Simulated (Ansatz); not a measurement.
Take WC (space group P-6m2, No. 187; a = 2.9122 Å, c = 2.8362 Å) as the base. Axes: x lies along a and z along c of the hexagonal cell.

The values are results of r2SCAN (Ansatz, an electronic-structure program), no spin-orbit coupling, not measurements.

For the base:

The shortest interatomic distance is 2.200 Å. The pressure comes out as 0.0 GPa.

One thing is altered: compressive biaxial strain of 1.61 % in the plane normal to [001], as in epitaxy on a mismatched substrate; the out-of-plane cell vector and the atoms relax.

Q: Predict the new shortest interatomic distance and pressure.

A: The shortest interatomic distance falls by 0.0153 Å, from 2.200 Å to 2.184 Å; the pressure (mean of the normal stresses, compression positive) goes from zero to 10.6 GPa.

Without a gap, meshes like the base's 18×18×16 leave anisotropic stresses uncertain by several tenths of a GPa, and small strain energies with them. Whether these cells are dynamically stable was not tested. The final runs are not spin-polarised.
